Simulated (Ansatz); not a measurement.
A self-consistent single point of LaBi (I4mm, 2 atoms in the cell) with Ansatz (a program for electronic structure).

Method of the run: PBEsol, harder PAW files (source: ansatz) made with PBE (plane waves; Ansatz).

The change in words: lattice scaled by 0.98; basis.ecutwfc: 30.9 Ry → 88.2 Ry; hamiltonian.pseudopotentials: {kind: paw} (the program's default PAW files) → {kind: paw, source: ansatz}. Reference geometry:
```
CELL_PARAMETERS angstrom
      0.00000     3.34826     3.34826
      3.34826     0.00000     3.34826
      3.34826     3.34826     0.00000
ATOMIC_POSITIONS crystal
  La 0.50747 0.50747 0.49253
  Bi 0.00000 0.00000 0.00000
```

Reference input (self-consistent single point, DFT, PBEsol, plane waves, default PAW files made with PBE): basis.ecutwfc = 30.9 Ry; kpoints.mp_grid.grid = 9 9 9; hamiltonian.xc = pbesol; hamiltonian.pseudopotentials = {kind: paw} (the program's default PAW files); scf.occupations.method = gaussian; scf.occupations.width = 0.0073 Ry. This run's input differs from it in these lines:

Ansatz 0.2 input:
```diff
@@ -3,10 +3,10 @@
   lattice:
-    - [0.00000000, 3.34825800, 3.34825800]
-    - [3.34825800, 0.00000000, 3.34825800]
-    - [3.34825800, 3.34825800, 0.00000000]
+    - [0.00000000, 3.28129300, 3.28129300]
+    - [3.28129300, 0.00000000, 3.28129300]
+    - [3.28129300, 3.28129300, 0.00000000]
   atoms:
-    - { symbol: La, position_ang: [3.34825800, 3.34825800, 3.39826088] }
+    - { symbol: La, position_ang: [3.28129300, 3.28129300, 3.33029583] }
     - { symbol: Bi, position_ang: [0.00000000, 0.00000000, 0.00000000] }
 basis:
-  ecutwfc: 30.9 Ry
+  ecutwfc: 88.2 Ry
 kpoints:
@@ -15,3 +15,3 @@
   xc: pbesol
-  pseudopotentials: { kind: paw }
+  pseudopotentials: { kind: paw, source: ansatz }
 scf:
```

Output (repeated stretches shortened):

```
SCF iter   1: F=—  HF=-22109.027511 eV  |F-HF|=—  |Δ(HF+E_count)|=         —  Δρ=5.23e-2  dr2=3.78e0  ethr=3.10e-3  ⟨swp⟩=4.3  Hψ=5984  notcnv=0
all-band conjugate gradients solve this SCF's bands
preconditioner: auto → Kerker (q_TF=auto, 2.415 Å⁻¹)
SCF iter   2: F=—  HF=-22108.146246 eV  |F-HF|=—  |Δ(HF+E_count)|=   8.81e-1  Δρ=1.92e-2  dr2=3.86e-1  ethr=3.10e-3  ⟨swp⟩=3.8  Hψ=3866  notcnv=0
   [... lines left out ...]
SCF iter   5: F=—  HF=-22107.986343 eV  |F-HF|=—  |Δ(HF+E_count)|=   6.06e-4  Δρ=7.30e-4  dr2=2.46e-4  ethr=1.13e-5  ⟨swp⟩=3.0  Hψ=3113  notcnv=0
SCF iter   6: F=—  HF=-22107.986327 eV  |F-HF|=—  |Δ(HF+E_count)|=   1.54e-5  Δρ=1.61e-4  dr2=2.75e-5  ethr=7.24e-7  ⟨swp⟩=2.1  Hψ=2614  notcnv=0
SCF iter   7: F=—  HF=-22107.986261 eV  |F-HF|=—  |Δ(HF+E_count)|=   6.64e-5  Δρ=3.10e-5  dr2=1.07e-6  ethr=8.10e-8  ⟨swp⟩=2.2  Hψ=2610  notcnv=0
SCF iter   8: F=-22107.986260 eV  HF=-22107.986260 eV  |F-HF|=2.79e-8  |Δ(HF+E_count)|=   3.13e-7  Δρ=9.98e-6  dr2=6.72e-8  ethr=2.94e-10  ⟨swp⟩=11.8  Hψ=10189  notcnv=0
SCF 1 converged in 8 iterations: F = -22107.986260 eV  dr2 = 6.72e-8
Free energy (F): -22107.986260 eV
Internal energy: -22107.984703 eV  (E = F + TS)
E sigma→0 (E₀):  -22107.985481 eV
Entropy (-TS):   -0.001558 eV (-0.779 meV/atom)
Fermi energy:    10.884387 eV
--- Forces (eV/Å), atoms counted from 1 ---
  atom   1  La     0.00000000     0.00000000    -0.18093704
  atom   2  Bi     0.00000000     0.00000000     0.18058635
--- Stress (GPa, compression-positive) ---
       -0.102040       0.000000       0.000000
        0.000000      -0.102040       0.000000
        0.000000       0.000000       0.039489
  P = ⅓ Tr σ = -0.0549 GPa (-0.549 kbar)
  The stress holds the Pulay correction. Without it, at fixed plane waves, as pw.x and ABINIT print it: P = -0.0551 GPa
```

The run converged in 8 iterations. Against the reference run the pressure goes from -2.87 to -0.05 GPa and the largest force goes from 0.141 to 0.181 eV/Å.

The starting cell comes from a database of computed structures (which also holds hypothetical and non-ambient phases and stackings), without a prior relaxation at this level. Its lattice was rescaled by up to half a per cent. One atom was moved a little off its site on purpose. For this run, on top of that: lattice scaled by 0.98. Ansatz's pressure includes its estimate of the finite-basis (Pulay) stress.

Cost on one core of a shared machine: roughly 50 s.
